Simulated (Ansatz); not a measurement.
# LaPtSi under a change: biaxial strain −0.31 %, plane normal [001], relaxed out of plane

Start from LaPtSi (space group I4_1md, No. 109; a = 4.232 Å, c = 14.467 Å; a cell from a computed database, its experimental status unchecked). Axes: x, y, z lie along a, b, c of the conventional cell.

It is then changed as follows: biaxial strain −0.31 %, plane normal [001], relaxed out of plane (Cartesian); in-plane vectors clamped, the third vector and the atoms free.

Level of theory: Ansatz (a program for electronic structure), PBEsol, PAW, cutoff 420 eV, no spin-orbit coupling. Settings: 15×15×15 k-points, 0.05 eV Fermi–Dirac smearing.

| quantity | base | changed | shift |
|---|---|---|---|
| volume per atom | 21.59 Å³ | 21.52 Å³ | -0.07 Å³ |
| space group | I4_1md (No. 109) | I4_1md (No. 109) | – |
| energy relative to the base (free energy F) | 0 meV/atom | +0.2 meV/atom | +0.2 meV/atom |
| pressure (mean of the normal stresses, compression positive) | 0.0 GPa | 0.3 GPa | +0.3 GPa |
| band gap | zero | zero | – |
| out-of-plane strain (rough) | – | +0.30 % | – |
| mean in-plane stress (compression positive) (rough) | – | +0.5 GPa | – |

Without a gap, meshes like the base's 15×15×15 leave anisotropic stresses uncertain by several tenths of a GPa, and small strain energies with them. Stability against distortions was not tested. The final runs are not spin-polarised. LaPtSi has a high density of states at the Fermi level and may be magnetic at this level.
